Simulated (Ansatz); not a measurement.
Bond-angle distributions (per cent of the angles at each element, bins of 10°) of a relaxed model of amorphous Al28O45W at 3.38 g/cm³. Calculation: PBE, scalar-relativistic without spin-orbit coupling (plane waves to 420 eV, PAW; Ansatz, a quantum-chemistry and plane-wave program).

Preparation: random packing, a CHGNet melt and quench, and a DFT relaxation. O atoms were pushed apart under 1.9 Å during the dynamics, to hinder bonds among them. The hot cell started wider than the set density and was brought back towards it in steps. It is the lowest in DFT energy of 2 quenches. It is a model cell: composition and starting density were chosen by hand, and all elements were melted together. No dispersion term was used. Its density started from a set value of 3.36 and ended at 3.38 g/cm³. The simulated quench (nominally 410 K/ps over its main leg) is rapid and tends to freeze in more defects than a deposited or slowly cooled glass has. Values belong to this one cell and scatter from quench to quench. Volume and shape were free in the relaxation. Stress components on the final sampling reach 0.9 GPa. Cycles of charging lowered its energy after that relaxation.

Bonds are counted up to Al-Al 2.66 Å, Al-O 2.18 Å, Al-W 2.85 Å, O-O 1.58 Å, O-W 2.51 Å, W-W 3.04 Å. Two cations that share two anions don't count as bonded, nor two that share one unless they lie closer than Al-Al 2.59 Å, Al-W 2.77 Å, W-W 2.95 Å.

```csv
angle (°),at Al,at O
50-60,0,0
60-70,0,0
70-80,5,0
80-90,19,4
90-100,22,26
100-110,21,10
110-120,9,18
120-130,6,21
130-140,7,12
140-150,1,6
150-160,3,2
160-170,2,1
170-180,3,0
```

They go with these counts of neighbours within the cut-offs, cation contacts included: Al mean 4.6, most often 5; O mean 3.0, most often 3.
